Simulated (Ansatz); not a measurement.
Habitual settings against a tight run: Zr3N2 (R-3c, 10 atoms in the cell)

Self-consistent single point.

```
Zr3N2
1.0
    2.76326     1.59537     5.12130
   -2.76326     1.59537     5.12130
    0.00000    -3.19073     5.12130
Zr N
6 4
Direct
  0.42480   0.07520   0.75000
  0.57520   0.92480   0.25000
  0.75000   0.42480   0.07520
  0.25000   0.57520   0.92480
  0.07520   0.75000   0.42480
  0.92480   0.25000   0.57520
  0.33852   0.33852   0.33852
  0.66148   0.66148   0.66148
  0.16148   0.16148   0.16148
  0.83852   0.83852   0.83852
```

Level of theory: PBEsol, PAW files made with PBE (plane waves; Ansatz, a quantum-chemistry and plane-wave program).

Base settings: basis.ecutwfc = 420 eV; kpoints.mp_grid.grid = 7 7 7; hamiltonian.xc = pbesol; hamiltonian.pseudopotentials = {kind: paw} (the program's default PAW files); scf.occupations.method = cold; scf.occupations.width = 0.1 eV.

Tight run (finer mesh or higher cutoff; not a proven limit): basis.ecutwfc: 420 eV → 590 eV; kpoints.mp_grid.grid: 7 7 7 → 10 10 10; scf.convergence.dr2_threshold: default (1e-07 eV) → 1e-09 eV. It gave Fermi level (on the code's own zero) 16.59 eV; pressure 9.38 GPa; largest force (vector length) 0.128 eV/Å.

Quick runs, as changes from the base:
- A: the base itself
- B: basis.ecutwfc: 420 eV → 210 eV; kpoints.mp_grid.grid: 7 7 7 → 4 4 4; scf.convergence.dr2_threshold: default (1e-07 eV) → 0.0001 eV
- C: basis.ecutwfc: 420 eV → 250 eV; kpoints.mp_grid.grid: 7 7 7 → 1 1 1; scf.occupations.method: cold → fermi_dirac; scf.occupations.width: 0.1 eV → 0.272 eV; kpoints.mp_grid.shift: default → 0.5 0.5 0.5
- D: basis.ecutwfc: 420 eV → 210 eV; kpoints.mp_grid.grid: 7 7 7 → 2 2 2; hamiltonian.xc: pbesol → lda; kpoints.mp_grid.shift: default → 0.5 0.5 0.5; width narrowed by the program to 0.0842 eV [LDA (PW92)]
- E: basis.ecutwfc: 420 eV → 295 eV; kpoints.mp_grid.grid: 7 7 7 → 8 8 8
- F: basis.ecutwfc: 420 eV → 250 eV; kpoints.mp_grid.grid: 7 7 7 → 3 3 3; hamiltonian.xc: pbesol → lda; kpoints.mp_grid.shift: default → 0.5 0.5 0.5 [LDA (PW92)]

Energies are extrapolated to zero smearing width, which holds to low order in the width alone.

Dashes: energy of D, F, another energy zero.

† marks runs with another functional, U, potentials or spin treatment: their distance from the tight run is not a convergence error alone.

The count of work is k-points × plane waves × bands × iterations; it is no time. 

Pressures in the table are Ansatz's without its Pulay estimate, at a fixed set of plane waves; the tight run's value above holds the estimate.

The starting cell comes from a database of computed structures (which also holds hypothetical and non-ambient phases and stackings), without a prior relaxation at this level. Its lattice was rescaled by a random factor within 2.5 % of one. In the base run, with a pressure of about 9 GPa the cell is away from its equilibrium volume at this level.

```
run  energy less tight (meV/atom)  pressure less tight (GPa)  largest miss in a force vector (eV/Å)  count of work / tight
---  ----------------------------  -------------------------  -------------------------------------  ---------------------
A                             1.3                      -0.11                                  0.015                   0.20
B                          1192.3                     -57.56                                  0.126                  0.013
C                           582.4                     -18.60                                  1.044                 0.0018
D†                              –                     -64.38                                  0.128                 0.0037
E                           102.6                      -7.35                                  0.015                   0.18
F†                              –                     -29.92                                  0.080                  0.011
```

Among the runs at the tight run's level, the energy misses run from 1.3 to 1192.3 meV/atom.

Keys are those of Ansatz 0.2.
